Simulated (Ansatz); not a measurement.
Consider PbSe in the rock salt structure (space group Fm-3m, No. 225).

```
CELL_PARAMETERS angstrom
      0.00000     3.08901     3.08901
      3.08901     0.00000     3.08901
      3.08901     3.08901     0.00000
ATOMIC_POSITIONS crystal
  Pb 0.00000 0.00000 0.00000
  Se 0.50000 0.50000 0.50000
```

Cartesian axes are those of the cell as printed.

All numbers come from DFT with r2SCAN, PAW potentials and a 500 eV plane-wave cutoff in Ansatz (a first-principles code), no SOC.

Base values:

| Quantity | Result |
|---|---|
| Shortest interatomic distance | 3.089 Å |
| Hole mass | 0.24 mₑ along k, 0.11 mₑ across (at L) |
| Valley order | L along ⟨111⟩ 0.67 eV; a point along ⟨110⟩, about 0.6 Å⁻¹ from Γ 1.46 eV |

Modification: compressive biaxial strain of 0.42 % in the plane normal to [111], as in epitaxy on a mismatched substrate; the out-of-plane cell vector and the atoms relax.

**Question.** Predict the new shortest interatomic distance, hole mass, valley order and in-plane stress.

**Answer.** The shortest interatomic distance drops by 0.004 Å (3.089 Å → 3.085 Å); the hole mass becomes 0.23 mₑ along k, 0.11 mₑ across (at L) (base: 0.24 mₑ along k, 0.11 mₑ across (at L)); the valley order (the lowest conduction-band minima on the path, energy above the VBM, named in the base's zone) goes from L along ⟨111⟩ 0.67 eV; a point along ⟨110⟩, about 0.6 Å⁻¹ from Γ 1.46 eV to L along [1-1-1] 0.60 eV; L along [111] 0.66 eV; a point along [1-10], about 0.6 Å⁻¹ from Γ 1.39 eV; the mean in-plane stress (compression positive) comes out as +0.3 GPa.

Spin-orbit coupling, missing from the scalar runs, can matter with Pb. The levels and masses belong to the bands next to the band gap. Masses are band curvatures over ±0.01 Å⁻¹ around the edge. Along k means along the line from Γ to the band edge. Stability against distortions was not tested.
